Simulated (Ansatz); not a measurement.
DyC2 (I4/mmm, No. 139; cell taken from a computed entry) was calculated with r²SCAN+rVV10 in Ansatz (PAW).

Run with plane-wave cutoff 500 eV, 16×16×16 k mesh, Fermi–Dirac smearing 0.05 eV, spin-polarised start, scalar-relativistic PAW data made under PBE.

Computed at the level's own relaxed cell.

Question: What does this level give for the volume per atom, lattice constant a and lattice parameter c?

Answer: 
* **volume per atom**: 14.08 Å³/atom
* **lattice constant a**: 3.684 Å
* **lattice parameter c**: 6.222 Å

Note: the magnetic order was assumed, not searched for or taken from measurement; the relaxation could not lower the start's symmetry, so the cell can be a saddle point above a distorted one; the 4f shell is treated without U or exact exchange, so its levels and filling can be wrong.

Spin–orbit coupling is not included.

Static lattice: no zero-point or thermal effects.

Ansatz is a program for electronic structure.
